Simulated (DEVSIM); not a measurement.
System: Schottky contact on n-type Si, at 250 K.

| layer (left to right) | material | thickness (μm) | Nd (cm⁻³) | τn (s) | τp (s) |
|---|---|---|---|---|---|
| 1 | Si | 2.50 | 1.3e16 | 6.2e-5 | 6.2e-5 |

Left contact: Schottky, work function 4.87 eV, emission velocity 3.1e6 cm/s. Right contact: ohmic. Voltage is applied to the left contact. Recombination: SRH at mid-gap, Auger. Mobility is constant in doping.

This is a model device: material constants are rounded textbook-type values typed into the input, and sizes, dopings and lifetimes were drawn at random. Values at 300 K; Nc and Nv go as T^1.5, mobilities as T to minus their exponent, the gap by Varshni's rule with the affinity fixed.

| parameter | Si |
|---|---|
| gap (eV) | 1.124 |
| affinity (eV) | 4.05 |
| permittivity | 11.7 |
| Nc (cm⁻³) | 2.86e19 |
| Nv (cm⁻³) | 3.1e19 |
| μn (cm²/Vs) | 1417 |
| μp (cm²/Vs) | 470 |
| T exponent of μn | 2.3 |
| T exponent of μp | 2.2 |
| Cn (cm⁶/s) | 2.8e-31 |
| Cp (cm⁶/s) | 9.9e-32 |
| Varshni α (eV/K) | 0.000473 |
| Varshni β (K) | 636 |

DEVSIM, 1D drift-diffusion, Boltzmann statistics, complete ionisation; no tunnelling, impact ionisation, image-force lowering or self-heating. Metal contacts follow the ideal Schottky-Mott rule: no Fermi-level pinning, no interface dipoles.

Task: Tabulate band edges, carrier densities and field at zero bias.

Result: Energies count from the Fermi level of the right contact; mesh points crowd at the junctions.

| x (μm) | Ec (eV) | Ev (eV) | n (cm⁻³) | p (cm⁻³) | field (V/cm) |
|---|---|---|---|---|---|
| 0.000 | 0.820 | -0.316 | 640 | 1.0e13 | -51000 |
| 0.01062 | 0.767 | -0.369 | 7400 | 8.7e11 | -49000 |
| 0.02387 | 0.705 | -0.431 | 130000 | 4.8e10 | -46000 |
| 0.04484 | 0.613 | -0.523 | 9600000 | 6.7e8 | -42000 |
| 0.08318 | 0.468 | -0.668 | 8.0e9 | 800000 | -34000 |
| 0.1299 | 0.331 | -0.805 | 4.5e12 | 1400 | -25000 |
| 0.1968 | 0.212 | -0.924 | 1.2e15 | < 1e2 | -11000 |
| 0.3192 | 0.162 | -0.974 | 1.2e16 | < 1e2 | -560 |
| 0.4682 | 0.160 | -0.976 | 1.3e16 | < 1e2 | ≈ 0 |
| 0.6541 | 0.160 | -0.976 | 1.3e16 | < 1e2 | ≈ 0 |
| 0.9484 | 0.160 | -0.976 | 1.3e16 | < 1e2 | ≈ 0 |
| 1.438 | 0.160 | -0.976 | 1.3e16 | < 1e2 | ≈ 0 |
| 1.767 | 0.160 | -0.976 | 1.3e16 | < 1e2 | ≈ 0 |
| 1.996 | 0.160 | -0.976 | 1.3e16 | < 1e2 | ≈ 0 |
| 2.184 | 0.160 | -0.976 | 1.3e16 | < 1e2 | ≈ 0 |
| 2.287 | 0.160 | -0.976 | 1.3e16 | < 1e2 | ≈ 0 |
| 2.352 | 0.160 | -0.976 | 1.3e16 | < 1e2 | ≈ 0 |
| 2.404 | 0.160 | -0.976 | 1.3e16 | < 1e2 | ≈ 0 |
| 2.447 | 0.160 | -0.976 | 1.3e16 | < 1e2 | ≈ 0 |
| 2.470 | 0.160 | -0.976 | 1.3e16 | < 1e2 | ≈ 0 |
| 2.487 | 0.160 | -0.976 | 1.3e16 | < 1e2 | ≈ 0 |
| 2.500 | 0.160 | -0.976 | 1.3e16 | < 1e2 | ≈ 0 |
